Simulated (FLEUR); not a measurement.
A self-consistent single point of Rh (Fm-3m, 1 atom in the cell) with FLEUR.

Method: FLEUR with PBE, all-electron FLAPW (FLEUR), scalar-relativistic valence.

```
CELL_PARAMETERS angstrom
      0.00000     1.90950     1.90950
      1.90950     0.00000     1.90950
      1.90950     1.90950     0.00000
ATOMIC_POSITIONS crystal
  Rh 0.00000 0.00000 0.00000
```

Reference input (self-consistent single point, DFT, PBE, all-electron FLAPW (FLEUR), scalar-relativistic valence): Kmax = 4.2 1/bohr; GmaxXC = 16.8 1/bohr; xcFunctional = pbe; jspins = 1; l_soc = F; mode = hist; fermiSmearingEnergy = 0.00367493 Htr; mesh (inpgen div1-3) = 9 9 9; inpgen gamma flag = false; Gmax = 16.8 1/bohr; numbands = 0; maxIterBroyd = 15. This run's input differs from it in these lines:

```diff
@@ -13,3 +13,3 @@
 &comp jspins=1 /
-&kpt div1=9 div2=9 div3=9 /
+&kpt div1=16 div2=16 div3=16 /
 &end /
```

Output, abridged:

```
 Iteration:     1   Distance:      18.37778855 me/bohr^3
 Iteration:     2   Distance:      16.14498960 me/bohr^3
 Iteration:     3   Distance:       5.54086783 me/bohr^3
 Iteration:     4   Distance:       4.01361724 me/bohr^3
 Iteration:     5   Distance:       2.83560611 me/bohr^3
   [... 4 lines left out ...]
 Iteration:    10   Distance:       0.00138482 me/bohr^3
 Iteration:    11   Distance:       0.00052718 me/bohr^3
 Iteration:    12   Distance:       0.00005194 me/bohr^3
 Iteration:    13   Distance:       0.00000136 me/bohr^3
 Run finished successfully
 Stop message:
   Structural relaxation: Done

[file out, last iteration]
             iter=     14
[...]
          total density-effective poten   -7.8367238740E+03
          total charge density-energy d   -1.3897155807E+02
 Updated energy parameters for spin:           1
[...]
 fermi energy and band-weighting factors:

[...]
FERMIE:
          first approx. to ef    (T=0)  :   0.526467 htr   (energy of the highest occ. eigenvalue)
          number of occ. states  (T=0)  :       3079
          first approx. to seigv (T=0)  :  -3.401846 htr
          sum of weights of occ. states :   7.501953
          sum of semicore charge        :   0.000000 e
FERHIS:  Fermi-Energy by histogram:
          bandgap                     :   0.000602 htr
   [... lines left out ...]
          charge neutrality (T=0)     :   0.003906    (zero if the highest occ. eigenvalue is "entirely" occupied)
     EF_NEWTON:  Adjust Fermi-Energy by Newton-Method.
 Direct bandgap for spin            1 :    3.3603905739820750E-003  Htr
   [... lines left out ...]
 ---->    (input%tkb*entropy) TS=              0.0016704387 htr
 ---->    free energy=                     -4785.2709424098 htr
      extrapolation for T->0
 ---->    total electron energy=           -4785.2701071905 htr
 ***** TOTAL FORCES ON ATOMS *****
 TOTAL FORCE FOR ATOM TYPE=  1  X=  0.000   Y=  0.000   Z=  0.000
                       FX_TOT= 0.000000 FY_TOT= 0.000000 FZ_TOT= 0.000000
 Structural relaxation: Done
```

The run converged in 13 iterations. FLEUR gives forces in its relaxation mode, with a further iteration, so its stop message speaks of a relaxation. Against the reference run the free energy falls by 9.4 meV/atom.

The starting cell has typed, rounded lattice constants, without a prior relaxation at this level. Its lattice was rescaled by up to half a per cent. Spin polarisation is off. Values depend on the basis (sphere radii, cutoffs, local orbitals), which need not be converged. The log's line on a gap gives a spacing of levels on this mesh, which the program prints for metals too.

Cost on one core of a shared machine: roughly 2 min.
